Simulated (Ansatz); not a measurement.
Phonon-limited electron mobility of Si (Fd-3m) in cm²/(V·s), LDA, finite-displacement electron-phonon coupling, linearised Boltzmann equation (Ansatz, a first-principles code). Condition of this run: carrier concentrations 1e17 to 1e20 per cm^3 at 300 and 400 K. Geometry: relaxed with this functional, without spin-orbit coupling.

```
Condition                  μ
----------------  ----------
300 K, 1e17 cm⁻³        1510
300 K, 1e18 cm⁻³  (withheld)
300 K, 1e19 cm⁻³        1380
300 K, 1e20 cm⁻³         775
400 K, 1e17 cm⁻³         783
400 K, 1e18 cm⁻³         778
400 K, 1e19 cm⁻³  (withheld)
400 K, 1e20 cm⁻³         466
```

Problem. What belongs in the gaps?

Solution. 
- 300 K, 1e18 cm⁻³, μ: 1500
- 400 K, 1e19 cm⁻³, μ: 733

Scattering by harmonic phonons alone: no impurities, screening or carrier-carrier scattering, bands fixed at 0 K. From a coarser fine mesh the values given move by up to 1 %. The mesh was bound by memory.
